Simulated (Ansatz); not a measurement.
Functionals compared on the (000-1) surface of 4H silicon carbide, C-terminated, ideal C-terminated 1x1 (bottom of the slab: 1 H on 1 bottom site), in Ansatz (plane waves, PAW). The structure was relaxed with PBE; the other rows are single points on it. Cutoff 420 eV (500 eV for r2SCAN).

Set-up: 9 atoms, 9.7 Å thick at the start with caps and adatoms (thin: gaps and levels are the slab's own); mesh 10x10x1; 0.025 eV smearing; dipole correction on; 2 atoms held, the rest relaxed; symmetry of the start imposed; spin-polarised, ending with about 1.0 μB a cell; orders that need a larger cell were not tried, no spin-orbit, no U. In PBE it is, or lies within 0.01 eV a 1x1 cell of, the lowest of the 2 structures of its composition computed so far; subsurface sites and larger cells were not tried. These notes are the PBE run's. r2SCAN: The program's check for a lower electronic state was not made.

```json
[
 {"functional": "PBE", "magnetic moment of the cell (μB)": "1.00", "rough cost of the single point": "–"},
 {"functional": "r2SCAN", "magnetic moment of the cell (μB)": "1.00", "rough cost of the single point": "about 40 core-seconds (a rough figure)"}
]
```

Ansatz is a quantum-chemistry and plane-wave program.
